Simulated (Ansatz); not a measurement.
Electronic density of states of amorphous tantalum oxide (Ta$_{16}$O$_{39}$), density 7.44 g/cm³, on a 2×2×2 Γ-centred mesh with a Gaussian width of 0.1 eV; energies count from the Fermi level, whose place inside the gap is arbitrary. Cell and mesh are small, so fine structure isn't converged. Calculation: PBE, scalar-relativistic without spin-orbit coupling (plane waves to 420 eV, PAW; Ansatz, a first-principles code). Sampling: a 2×2×2 Γ-centred mesh; Fermi-Dirac width 0.02 eV; no spin polarisation. The usual formal charges leave 2 electrons over, so the level spacing at the Fermi energy parts defect or band states and needn't be the band gap.

The cell was made by melting and quenching with the CHGNet potential and then relaxed with DFT. O atoms were pushed apart under 1.9 Å during the dynamics, to hinder bonds among them. The hot cell started wider than the set density and was brought back towards it in steps. It is the lowest in DFT energy of 2 quenches. It is a model cell: composition and starting density were chosen by hand, and all elements were melted together. No dispersion term was used. Its density started from a set value of 7.81 and ended at 7.44 g/cm³. The simulated quench (nominally 190 K/ps over its main leg) is rapid and tends to freeze in more defects than a deposited or slowly cooled glass has. One small periodic cell is one sample of the glass; other quenches scatter about these values. The volume was free in the relaxation, at fixed shape. Stress components on the final sampling reach 2.5 GPa. On a 2×2×2 Γ-centred mesh force components of up to 0.35 eV/Å stay, since the relaxation ran on the zone centre alone.

(E - EF (eV), states/(eV atom)): (-12.00, 0.00); (-11.90, 0.00); (-11.80, 0.00); (-11.70, 0.00); (-11.60, 0.00); (-11.50, 0.00); (-11.40, 0.00); (-11.30, 0.00); (-11.20, 0.00); (-11.10, 0.00); (-11.00, 0.00); (-10.90, 0.00); (-10.80, 0.00); (-10.70, 0.00); (-10.60, 0.00); (-10.50, 0.00); (-10.40, 0.00); (-10.30, 0.00); (-10.20, 0.00); (-10.10, 0.00); (-10.00, 0.00); (-9.90, 0.00); (-9.80, 0.00); (-9.70, 0.00); (-9.60, 0.00); (-9.50, 0.00); (-9.40, 0.00); (-9.30, 0.00); (-9.20, 0.00); (-9.10, 0.00); (-9.00, 0.00); (-8.90, 0.00); (-8.80, 0.07); (-8.70, 0.21); (-8.60, 0.30); (-8.50, 0.40); (-8.40, 0.53); (-8.30, 0.61); (-8.20, 0.63); (-8.10, 0.61); (-8.00, 0.68); (-7.90, 0.67); (-7.80, 0.69); (-7.70, 0.76); (-7.60, 0.71); (-7.50, 0.73); (-7.40, 0.80); (-7.30, 0.81); (-7.20, 0.83); (-7.10, 0.80); (-7.00, 0.77); (-6.90, 0.75); (-6.80, 0.69); (-6.70, 0.74); (-6.60, 0.81); (-6.50, 0.77); (-6.40, 0.72); (-6.30, 0.71); (-6.20, 0.67); (-6.10, 0.69); (-6.00, 0.78); (-5.90, 0.82); (-5.80, 0.78); (-5.70, 0.77); (-5.60, 0.74); (-5.50, 0.73); (-5.40, 0.81); (-5.30, 0.84); (-5.20, 0.78); (-5.10, 0.76); (-5.00, 0.83); (-4.90, 0.83); (-4.80, 0.85); (-4.70, 0.86); (-4.60, 0.87); (-4.50, 0.87); (-4.40, 0.88); (-4.30, 0.88); (-4.20, 0.84); (-4.10, 0.85); (-4.00, 0.87); (-3.90, 0.89); (-3.80, 0.91); (-3.70, 0.88); (-3.60, 0.92); (-3.50, 0.92); (-3.40, 0.88); (-3.30, 0.82); (-3.20, 0.62); (-3.10, 0.26); (-3.00, 0.04); (-2.90, 0.00); (-2.80, 0.00); (-2.70, 0.00); (-2.60, 0.00); (-2.50, 0.00); (-2.40, 0.00); (-2.30, 0.00); (-2.20, 0.00); (-2.10, 0.00); (-2.00, 0.00); (-1.90, 0.00); (-1.80, 0.00); (-1.70, 0.00); (-1.60, 0.00); (-1.50, 0.00); (-1.40, 0.00); (-1.30, 0.00); (-1.20, 0.00); (-1.10, 0.00); (-1.00, 0.00); (-0.90, 0.00); (-0.80, 0.00); (-0.70, 0.00); (-0.60, 0.00); (-0.50, 0.02); (-0.40, 0.10); (-0.30, 0.16); (-0.20, 0.08); (-0.10, 0.01); (0.00, 0.00); (0.10, 0.01); (0.20, 0.10); (0.30, 0.27); (0.40, 0.38); (0.50, 0.40); (0.60, 0.44); (0.70, 0.49); (0.80, 0.53); (0.90, 0.59); (1.00, 0.64); (1.10, 0.61); (1.20, 0.60); (1.30, 0.55); (1.40, 0.55); (1.50, 0.57); (1.60, 0.62); (1.70, 0.59); (1.80, 0.55); (1.90, 0.62); (2.00, 0.58); (2.10, 0.53); (2.20, 0.54); (2.30, 0.60)

The level spacing at the Fermi energy on this mesh is 0.50 eV; the broadening fills part of it in the curve.
